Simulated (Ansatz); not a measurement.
The starting structures come from a database of crystals and need not be the phases stable at ambient conditions.

 Where the default PAW files enter, the runs use the earlier of Ansatz's two default sets.

By PBEsol, the system below comes out a metal.

The ballistic (Sharvin) conductance counts the channels at the Fermi level: G/A = (e²/h) × channels of both spins per area.

Input:

```xyz
8
Lattice="4.4584 0.0000 0.0000 0.0000 6.3051 0.0000 0.0000 3.1526 3.2169" Properties=species:S:1:pos:R:3 pbc="T T T"
Cr     2.2292     5.5170     0.8042
Cr     2.2292     3.9407     2.4127
Cr     0.0000     3.9407     0.8042
Cr     0.0000     5.5170     2.4127
Cr     1.1146     1.5763     1.6085
Cr     3.3438     1.5763     1.6085
Ge     0.0000     0.0000     0.0000
Ge     2.2292     3.1526     0.0000
```

Space group of this cell: Cccm. The cell is strained (lengths across the current scaled by 0.98, ions clamped); by PBEsol its mean pressure is 7.2 GPa.

The current flows along the normal of the first two printed cell vectors. No spin-orbit coupling; the value is a mean over 0.1 eV about the Fermi level.

Compute, with PBEsol in Ansatz (an electronic-structure program), the ballistic conductance per area.

0.91 × 10¹⁵ S/m² for both spins.
